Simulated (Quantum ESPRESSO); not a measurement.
Troubleshooting Quantum ESPRESSO: a failed run on Ba2Mg3H10 (P1, 30 atoms in the cell). The aim is a self-consistent single point with DFT, LDA (PZ), plane waves, GBRV 1.5 ultrasoft (LDA) pseudopotentials.

This input was run:

```fortran
&control
  calculation = 'scf'
  outdir = './tmp/'
  pseudo_dir = './'
  tprnfor = .true.
  tstress = .true.
/
&system
  ibrav = 0
  nat = 30
  ntyp = 3
  ecutwfc = 40
  ecutrho = 200
  occupations = 'fixed'
  nbands = 68
/
&electrons
  conv_thr = 1e-10
/
ATOMIC_SPECIES
Ba   137.3270  ba_lda_v1.uspp.F.UPF
Mg    24.3050  mg_lda_v1.4.uspp.F.UPF
H      1.0080  h_lda_v1.4.uspp.F.UPF
CELL_PARAMETERS angstrom
   8.9854800000    -2.9260500000     0.0000000000
   8.9854800000     2.9260500000     0.0000000000
  -2.9411810000     0.0000000000     7.2929790000
ATOMIC_POSITIONS angstrom
Ba   11.9413521328    0.0213835734    2.1196095376
Ba    2.9648581637   -0.1467735941    5.0571777210
Ba    8.7644923224    0.0161956868    5.2483194076
Ba    6.0223041371   -0.0315837837    1.8847901998
Mg   14.9428351452   -0.0405901656    4.1357025313
Mg   -0.0110864081   -0.0271917826    3.1744514342
Mg   12.1167072557   -0.0756149841    7.2039390194
Mg    2.9851790615    0.0218458893    0.0245408743
Mg    9.1467340760    1.5241823710   -0.1269780574
Mg    8.9801215831   -1.4077782500    0.1489080452
H     4.1026566055    1.2278349531    7.1149282107
H    10.9907013130   -1.1853487071    0.1838049497
H    10.8778479695    1.3799427363    0.1483683648
H     4.1501695282   -1.4575708428    7.2594896404
H     4.7774638094    1.5981997319    3.7166042001
H    10.3201881564   -1.6393429209    3.5900856004
H    10.2202801670    1.4822901132    3.5886780555
H     4.8401317108   -1.5513010025    3.6883001486
H    15.0539776493    0.1662844955    6.0762402626
H    -0.1152611433   -0.0820025512    1.3319823916
H    14.8551175345    0.0796265987    1.8329517050
H     0.3268091147   -0.1888706754    5.3935955492
H    11.6366857338    0.0565898070    5.1847465096
H     3.2848773615    0.0248860553    2.0162680252
H     6.2411090482   -0.0250616183    5.9168449136
H     8.8198815682    0.1301214435    1.3590101718
H     7.5022139167    1.5806668402    3.7363171223
H     7.6227503173   -1.5369399490    3.6823855426
H     4.4321821986    1.5630139806    0.1232002942
H     4.5502721034   -1.4770905223   -0.0055207851
K_POINTS automatic
3 3 2  0 0 0
```

Log, with long lists cut:

```
     This program is part of the open-source Quantum ESPRESSO suite
     for quantum simulation of materials; please cite

 %%%%%%%%%%%%%%%%%%%%%%%%%%%%%%%%%%%%%%%%%%%%%%%%%%%%%%%%%%%%%%%%%%%%%%%%%%%%%%
     Error in routine  read_namelists (1):
      bad line in namelist &system: "  nbands = 68" (error could be in the previous line)
 %%%%%%%%%%%%%%%%%%%%%%%%%%%%%%%%%%%%%%%%%%%%%%%%%%%%%%%%%%%%%%%%%%%%%%%%%%%%%%

     stopping ...
```

Problem. Read the log: what does the program object to, and what is the fix?

Solution. The fault is a keyword that the program does not know. The program does not know a key of this name. To fix it, use the program's own name for the key. The program stopped before any SCF iteration.

The sound input it was made from differs as follows (other fixes are possible):
```diff
-  nbands = 68
+  nbnd = 68
```

With that input, the run converged in 11 iterations: free energy E − TS -14361.6576 eV; top of the valence band (on the code's own zero) 4.25 eV; gap on the k-point mesh 2.56 eV; pressure -2.69 GPa; largest force (vector length) 1.579 eV/Å (DFT, LDA (PZ), plane waves, GBRV 1.5 ultrasoft (LDA) pseudopotentials).

On the sound input: the starting cell comes from a database of computed structures (which also holds hypothetical and non-ambient phases and stackings), without a prior relaxation at this level. Its atoms were displaced at random from the sites of space group no. 12. Forces in this geometry exceed 1 eV/Å.
